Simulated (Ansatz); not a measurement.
System: interstitial H in hcp Mg (neutral cell). Level of theory: PBE, PAW (plane waves to 420 eV; Ansatz, a first-principles code).

Cell of 36 host sites held at the relaxed PBE lattice; a 3×3×3 k-point mesh shifted by half a step along c; Fermi-Dirac width 0.10 eV, spin-restricted; finite-size errors left in. Energies are static. Sites that were not tried may lie lower.

Barriers: single points on a 5×5×5 k-point mesh shifted by half a step along c at the bands' geometries.

Relaxed starting cell (atoms counted from 1):

```
CELL_PARAMETERS angstrom
      9.59705     0.00000     0.00000
     -4.79853     8.31129     0.00000
      0.00000     0.00000    10.35817
ATOMIC_POSITIONS crystal
  Mg 0.11133 0.22282 0.12396
  Mg 0.11132 0.22381 0.62409
  Mg 0.11161 0.55640 0.12431
  Mg 0.11157 0.55640 0.63095
  Mg 0.11140 0.88967 0.12398
  Mg 0.11133 0.88872 0.62411
  Mg 0.44493 0.22306 0.12499
  Mg 0.44483 0.22304 0.62393
  Mg 0.44510 0.55661 0.12394
  Mg 0.44406 0.55663 0.62410
  Mg 0.44502 0.88966 0.12400
  Mg 0.44410 0.88872 0.62410
  Mg 0.77828 0.22292 0.12405
  Mg 0.77926 0.22383 0.62411
  Mg 0.77826 0.55655 0.12397
  Mg 0.77919 0.55659 0.62416
  Mg 0.77821 0.88971 0.12321
  Mg 0.77816 0.88970 0.62495
  Mg 0.22144 0.11131 0.37409
  Mg 0.22361 0.11234 0.87446
  Mg 0.22643 0.44148 0.37599
  Mg 0.22284 0.44503 0.87588
  Mg 0.22644 0.78624 0.37595
  Mg 0.22290 0.77903 0.87591
  Mg 0.55657 0.11131 0.37411
  Mg 0.55554 0.11245 0.87434
  Mg 0.55664 0.44649 0.37409
  Mg 0.55549 0.44433 0.87436
  Mg 0.55656 0.77889 0.37376
  Mg 0.55589 0.77853 0.87361
  Mg 0.88898 0.11124 0.37382
  Mg 0.88935 0.11201 0.87357
  Mg 0.88181 0.44156 0.37596
  Mg 0.88888 0.44504 0.87595
  Mg 0.88902 0.77897 0.37380
  Mg 0.88937 0.77860 0.87355
  H  0.11153 0.55642 0.32320
```

End state 1 differs by these moves (Å; atoms that move under 0.08 Å are left out):

```json
[
 {"atom": "37", "element": "H", "Δx": "1.60", "Δy": "0.93", "Δz": "-0.76"}
]
```

Question: What is the computed forward and backward barriers to end state 1 (PBE, PAW)?

Answer: forward 0.21 eV, backward 0.093 eV; at the saddle point atom 37 has neighbours 2 Mg at 1.93, Mg at 1.94 Å. The saddle point's order was not checked, and it lies on a symmetry element of the cell, where a band can be held.
